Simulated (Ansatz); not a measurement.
Base system: a 16-atom supercell of SrO in the rock salt structure (space group Fm-3m, No. 225; a = 5.160 Å) at its relaxed geometry.

Calculations: Ansatz (a first-principles code) r2SCAN, scalar-relativistic without spin-orbit coupling.

Base values:

```
Quantity   Result
--------  -------
Pressure  0.0 GPa
```

Now apply this change: a neutral O on a Sr site (antisite), atoms relaxed at fixed cell, starting from a slightly rattled geometry.

Problem. How does this affect the largest displacement of a host atom from its site in the perfect cell, pressure and shift of the substituted atom off its lattice site?

Solution. The largest displacement of a host atom from its site in the perfect cell comes out as 0.18 Å; the pressure stays 0.0 GPa; the shift of the substituted atom off its lattice site is 0.85 Å.

Other magnetic orders, which the real material may have, were not ruled out. The cell is small, so the values are those of an ordered compound at a high defect concentration; dilute-limit values will differ. A case with no gap was solved on a k-mesh chosen for an insulator, which is coarse for it. The defect cell is spin-polarised and ends with 4.0 μB.
